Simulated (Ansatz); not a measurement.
The cell is built on a prototype and need not be the phase stable at ambient conditions.

By PBEsol, the system below comes out a metal.

A figure of merit of an interconnect metal is its ballistic conductance per area.

```xyz
2
Lattice="2.9002 0.0000 0.0000 0.0000 4.1015 0.0000 0.0000 2.0508 2.0508" Properties=species:S:1:pos:R:3 pbc="T T T"
Be     0.0000     0.0000     0.0000
Ag     1.4501     2.0508     0.0000
```

Space group of this cell: Pm-3m, CsCl type. The cell was relaxed by PBE-D3(BJ); by PBEsol its mean pressure is 1.4 GPa.

The current flows along the normal of the first two printed cell vectors. No spin-orbit coupling; the value is a mean over 0.1 eV about the Fermi level.

Q: Give the ballistic conductance per area that PBEsol in Ansatz (an electronic-structure program) yields.

A: 1.00 × 10¹⁵ S/m² for both spins.
